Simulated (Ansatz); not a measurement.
Br on the 1x1 (0001) surface of corundum (cut with top plane Al), one in a 1x1 cell, energies for each (20.0 Å²). Energies are against ½ Br2(g), without zero-point or thermal terms; each row is named by its start (#2, #3: further inequivalent places of a kind).

Host crystal: corundum, with a band gap (PBE, scalar-relativistic without spin-orbit coupling).

Method: PBE (plane waves to 420 eV, PAW; Ansatz, an electronic-structure program).

Model: 21-atom slab, 6.7 Å thick at the start under the adsorbate (thin: gaps and levels are the slab's own), 6x6x1 mesh, Fermi-Dirac 0.01 eV, dipole correction, 9 atoms held, the rest relaxed; each run with such symmetry as its start has; spin-polarised, no spin-orbit, no U, no dispersion correction.

A negative adsorption energy means that the adsorbate is more stable on the surface than in its reference. Starts that drift may end in the same place. Heights count from the host atoms within 0.3 Å of the top one. Moments of ungapped slabs depend on the mesh.

```json
[
 {"starting site": "top Al", "E_ads (eV)": "-0.01", "height (Å)": "2.34", "nearest host atom (Å)": "Al 2.34", "bonded to": "Al", "change of the vacuum step (eV)": "1.16", "lateral drift (Å)": "0.0", "moment (μB)": "1.0"},
 {"starting site": "top O", "E_ads (eV)": "-0.01", "height (Å)": "2.34", "nearest host atom (Å)": "Al 2.34", "bonded to": "Al", "change of the vacuum step (eV)": "1.16", "lateral drift (Å)": "1.7", "moment (μB)": "1.0"},
 {"starting site": "over Al at depth 1.0 Å (the adsorbate is not bonded to the surface)", "E_ads (eV)": "0.97", "height (Å)": "2.29", "nearest host atom (Å)": "O 3.10", "bonded to": "none within bonding distance", "change of the vacuum step (eV)": "0.75", "lateral drift (Å)": "0.0", "moment (μB)": "1.0"},
 {"starting site": "hollow Al-O-O-O over O at depth 2.3 Å", "E_ads (eV)": "-0.01", "height (Å)": "2.34", "nearest host atom (Å)": "Al 2.34", "bonded to": "Al", "change of the vacuum step (eV)": "1.16", "lateral drift (Å)": "1.6", "moment (μB)": "1.0"},
 {"starting site": "hollow Al-O-O-O over O at depth 2.3 Å #2", "E_ads (eV)": "-0.01", "height (Å)": "2.34", "nearest host atom (Å)": "Al 2.34", "bonded to": "Al", "change of the vacuum step (eV)": "1.16", "lateral drift (Å)": "1.6", "moment (μB)": "1.0"}
]
```
